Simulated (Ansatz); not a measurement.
Consider CdTe in the wurtzite structure (space group P6_3mc, No. 186; a = 4.5829 Å, c = 7.5160 Å; a cell from a computed database, its experimental status unchecked).

One thing is altered: a negative pressure, −1 GPa.

Levels (all Ansatz, a first-principles code, PAW): PBEsol (420 eV, without spin-orbit coupling); HSE06 (420 eV, no spin-orbit coupling).

The geometry is relaxed with PBEsol.

PBEsol band gap: 0.61 eV

### Question
How does going to HSE06 change the band gap?

### Answer
The band gap increases by 0.96 eV, from 0.61 eV to 1.57 eV.

Single points use the geometry relaxed with PBEsol. With Te present, leaving out spin-orbit coupling can change the band edges. Load acts through the strain it causes; cell and atoms are relaxed under it. Whether these cells are dynamically stable was not tested. The base started in Cmc2_1 and relaxed to P6_3mc at this level. This is not the structure that CdTe has at room temperature and ambient pressure.
